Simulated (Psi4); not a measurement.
Psi4 1.11, PBE/def2-svp: Mo(O)(S)(OMe)(NH2) (C[O][Mo]([NH2])(=[O])=[S]), 11 atoms. The geometry is a generated start, not checked to be a minimum at this level.

```json
{
  "task": "gradient",
  "method": "pbe",
  "basis": "def2-svp",
  "memory": "7 GB",
  "scf_type": "df (default)",
  "guess": "auto, which took SAD (default)",
  "diis_max_vecs": "10 (default)",
  "scf_initial_accelerator": "adiis (default)",
  "e_convergence": "1e-08 (default)",
  "d_convergence": "1e-08 (default)",
  "effective_core_potentials": "those of the basis set, past Kr",
  "basis functions (reference run)": "130",
  "grid points (reference run)": "2009821"
}
```

```xyz
11

Mo    -0.1318     1.0433     0.2961
O      0.1812     2.4506    -0.4892
S      0.3235     1.2517     2.3921
O      0.6423    -0.4356    -0.2120
C      1.4152    -1.5079    -0.6309
H      1.5988    -1.4423    -1.7134
H      2.3775    -1.4952    -0.0988
H      0.8931    -2.4489    -0.4075
N     -2.0329     0.8565     0.2674
H     -2.6085     0.3417     0.9382
H     -2.6584     1.3861    -0.3419
```
Charge 0, spin multiplicity 1.

The reference run has dft_radial_points = 200, dft_spherical_points = 974, dft_pruning_scheme = none (default); it is not itself proven converged. Each setting ran once; only counts and results are compared.

Settings tried, all else as in the reference:
- dft_radial_points = 25, dft_spherical_points = 50
- dft_radial_points = 35, dft_spherical_points = 110
- dft_radial_points = 99, dft_spherical_points = 590
- dft_radial_points = 50, dft_spherical_points = 194
- dft_radial_points = 75 (default), dft_spherical_points = 302 (default), dft_pruning_scheme = robust
- dft_radial_points = 99, dft_spherical_points = 590, dft_pruning_scheme = treutler
- dft_radial_points = 75 (default), dft_spherical_points = 434
- dft_radial_points = 150, dft_spherical_points = 770
- dft_radial_points = 75 (default), dft_spherical_points = 302 (default), dft_pruning_scheme = treutler
- dft_radial_points = 75 (default), dft_spherical_points = 302 (default)

Question: Which settings reproduce the reference to 1.0 meV/atom in energy, 10 meV/Å in forces (largest component)?

Answer: Within it: dft_radial_points = 150, dft_spherical_points = 770; dft_radial_points = 99, dft_spherical_points = 590; dft_radial_points = 99, dft_spherical_points = 590, dft_pruning_scheme = treutler; dft_radial_points = 75 (default), dft_spherical_points = 434. Outside: dft_radial_points = 75 (default), dft_spherical_points = 302 (default), dft_pruning_scheme = treutler; dft_radial_points = 75 (default), dft_spherical_points = 302 (default); dft_radial_points = 75 (default), dft_spherical_points = 302 (default), dft_pruning_scheme = robust; dft_radial_points = 50, dft_spherical_points = 194; dft_radial_points = 35, dft_spherical_points = 110; dft_radial_points = 25, dft_spherical_points = 50.

```tsv
setting	grid points	energy against the reference	difference in forces (largest component)
the reference	2009821	—	—
dft_radial_points = 150, dft_spherical_points = 770	1198355	under 0.001 meV/atom	0.89 meV/Å
dft_radial_points = 99, dft_spherical_points = 590	608670	under 0.001 meV/atom	2.2 meV/Å
dft_radial_points = 99, dft_spherical_points = 590, dft_pruning_scheme = treutler	344764	−0.0069 meV/atom	2.3 meV/Å
dft_radial_points = 75 (default), dft_spherical_points = 434	340663	−0.0057 meV/atom	7.2 meV/Å
dft_radial_points = 75 (default), dft_spherical_points = 302 (default), dft_pruning_scheme = treutler	140761	+0.074 meV/atom	16 meV/Å
dft_radial_points = 75 (default), dft_spherical_points = 302 (default)	237111	+0.079 meV/atom	16 meV/Å
dft_radial_points = 75 (default), dft_spherical_points = 302 (default), dft_pruning_scheme = robust	169801	+0.079 meV/atom	16 meV/Å
dft_radial_points = 50, dft_spherical_points = 194	103052	+0.17 meV/atom	46 meV/Å
dft_radial_points = 35, dft_spherical_points = 110	41076	−3.8 meV/atom	210 meV/Å
dft_radial_points = 25, dft_spherical_points = 50	13365	+65 meV/atom	720 meV/Å
```

Total energies are compared; such shifts often cancel in part in energy differences. The gradients leave out the derivatives of the grid weights. No test of the SCF solution's stability was run. Also tried and not ranked: dft_radial_points = 99, dft_spherical_points = 590, dft_pruning_scheme = robust (same energy as a listed run). The tolerance is a choice made for this comparison.
